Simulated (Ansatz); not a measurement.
Worked calculations on one periodic cell of amorphous Si24O50Ge: Si24O50Ge, 75 atoms, volume 1130.9 Å³, made by a melt-quench on the CHGNet potential and relaxed with DFT. O atoms were pushed apart under 1.9 Å during the dynamics, to hinder bonds among them. It is a model cell: composition and starting density were chosen by hand, and all elements were melted together. Cycles of charging were run to anneal it. These are PBE, scalar-relativistic without spin-orbit coupling (plane waves to 420 eV, PAW; Ansatz, a program for electronic structure) values and carry that method's errors. Sampling: a 2×2×2 Γ-centred mesh; Fermi-Dirac width 0.02 eV; no spin polarisation. Its volume was held where the quench left it, its shape was free, and it stands at a mean pressure of 0.6 GPa with stress components up to 0.6 GPa; the relaxation ran on the zone centre alone. Its density went from a set 2.27 to 2.27 g/cm³. The cell is small and was quenched far faster than a real film, so it is one sample of the glass.

Question: Count formal charges (Si +4, O -2, Ge +4). What does the count lead one to expect at the Fermi level, and what does the calculation give?

Answer: 24 × (+4) + 50 × (-2) + 1 × (+4) = 0. The charges balance, so the anion-derived valence states can be full and a gap can open. On this mesh the highest filled and lowest empty level lie 4.43 eV apart, the PBE gap of this cell, with a localised state at one edge or both.

Four energies for an added electron at PBE on the zone centre alone (charged cells in a uniform background, spin-polarised): neutral at the neutral geometry -47999.250 eV; charged at the neutral geometry -47993.481 eV; charged and relaxed -47994.436 eV; neutral at the charged geometry -47997.597 eV.

Question: Find the two relaxation energies and their sum, the reorganisation energy.

Answer: On charging: -47993.481 − (-47994.436) = 0.955 eV. On discharging: -47997.597 − (-47999.250) = 1.653 eV. The sum is 2.608 eV. The carrier's level spreads over 5 of the 75 atoms' worth, so it counts as localised, most on one Ge atom with neighbours O 1.77 Å, O 1.77 Å, O 1.80 Å, O 1.80 Å (neutral geometry). The values are uncorrected: the image energy of a point charge in this cell, 2.84 × 14.40 / (2 × 10.4) = 2.0 eV before screening, is screened by electrons alone at the fixed geometry and by ions too after relaxing, and the carrier can be spread before it relaxes, so each term can be off by up to that value times 1/ε∞, some tenths of an eV. PBE's self-interaction favours spread-out carriers, so a hybrid can localise more.

Four energies for a hole at PBE on the zone centre alone (charged cells in a uniform background, spin-polarised): neutral at the neutral geometry -47999.250 eV; charged at the neutral geometry -48000.194 eV; charged and relaxed -48000.399 eV; neutral at the charged geometry -47998.529 eV.

Question: Find the two relaxation energies and their sum, the reorganisation energy.

Answer: On charging: -48000.194 − (-48000.399) = 0.205 eV. On discharging: -47998.529 − (-47999.250) = 0.721 eV. The sum is 0.926 eV. The carrier's level spreads over 5 of the 75 atoms' worth, so it counts as localised, most on one O atom with neighbours Si 1.65 Å, Si 1.67 Å (neutral geometry). The values are uncorrected: the image energy of a point charge in this cell, 2.84 × 14.40 / (2 × 10.4) = 2.0 eV before screening, is screened by electrons alone at the fixed geometry and by ions too after relaxing, and the carrier can be spread before it relaxes, so each term can be off by up to that value times 1/ε∞, some tenths of an eV. PBE's self-interaction favours spread-out carriers, so a hybrid can localise more.
